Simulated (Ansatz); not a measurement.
Base system: CsPbCl$_{3}$ in the cubic perovskite structure (space group Pm-3m, No. 221; a = 5.6188 Å). Axes: x, y, z lie along the cube axes.

All numbers come from PBEsol (Ansatz, an electronic-structure program, PAW, spin-orbit coupling left out), earlier PAW set.

Base values:

Pressure: 0.00 GPa
Band gap: 1.84 eV

Perturbation: biaxial strain −4.69 %, plane normal [001], relaxed out of plane (Cartesian); in-plane vectors clamped, the third vector and the atoms free.

Task: Predict the new pressure.

Result: The pressure (mean of the normal stresses, compression positive) goes from zero to 2.76 GPa.

Task: What happens to the band gap?

Result: The band gap falls by 0.79 eV, from 1.84 eV to 1.05 eV.

Task: Predict the new electron mass.

Result: The electron mass comes out as 0.092 mₑ out of plane, 0.70 mₑ in plane (at R).

Task: Estimate the effect on the out-of-plane strain.

Result: The out-of-plane strain comes out as +1.44 %.

With Pb present, leaving out spin-orbit coupling can change the band edges. Masses are band curvatures over ±0.01 Å⁻¹ around the edge. No phonon test of stability was made. Many cubic perovskites are stable only at high temperature; tilts and polar distortions were not tested. This is not the structure that CsPbCl3 has at room temperature and ambient pressure.
